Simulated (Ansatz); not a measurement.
Br on the 1x1 (110) surface of bcc Ta, one in a 1x1 cell, energies for each (7.8 Å²). Energies are against ½ Br2(g), without zero-point or thermal terms; each row is named by its start.

Computed with PBE (plane waves to 420 eV, PAW; Ansatz, a program for electronic structure).

Question: Which site binds most strongly?
(A) hollow Ta-Ta-Ta
(B) top Ta
(C) bridge Ta-Ta (span 3.3 Å)
(D) bridge Ta-Ta (span 2.9 Å)

Answer: A, hollow Ta-Ta-Ta. Adsorption energies: hollow Ta-Ta-Ta -1.27 eV; bridge Ta-Ta (span 2.9 Å) -1.01 eV; bridge Ta-Ta (span 3.3 Å) -0.91 eV; top Ta -0.65 eV.
